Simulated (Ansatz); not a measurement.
Results of r²SCAN+SOC (plane waves, PAW; Ansatz, a first-principles code) for LaBr₃ (P6₃/m, No. 176).

Numerical settings: plane-wave cutoff 560 eV, 6×6×8 k mesh (along the axes of the cell as run), Fermi–Dirac smearing 0.01 eV, PAW data made under PBE.

Cell (measured lattice):

```
CELL_PARAMETERS angstrom
      3.98240    -6.89772     0.00000
      3.98240     6.89772     0.00000
      0.00000     0.00000     4.51190
ATOMIC_POSITIONS crystal
  La 0.33333 0.66667 0.25000
  La 0.66667 0.33333 0.75000
  Br 0.38506 0.29878 0.25000
  Br 0.08628 0.38506 0.75000
  Br 0.70122 0.08628 0.25000
  Br 0.61494 0.70122 0.75000
  Br 0.91372 0.61494 0.25000
  Br 0.29878 0.91372 0.75000
```

Q: Give the computed band gap and smallest direct gap on the k points sampled.

A: 
- band gap: 3.39 eV
- smallest direct gap on the k points sampled: 3.41 eV

Measured, for comparison: band gap 5.9 eV (temperature not stated, not corrected to a static lattice, literature value; as tabulated in Przystupa et al. (2023), doi:10.3390/ma16145085). Computed (rounded) less measured: band gap -2.51 eV.

Note: cell and atoms aren't relaxed at this level (largest force component 0.03 eV/Å, pressure 0.9 GPa).

Computed values are for the static lattice.

The result took very roughly 14 core-minutes.
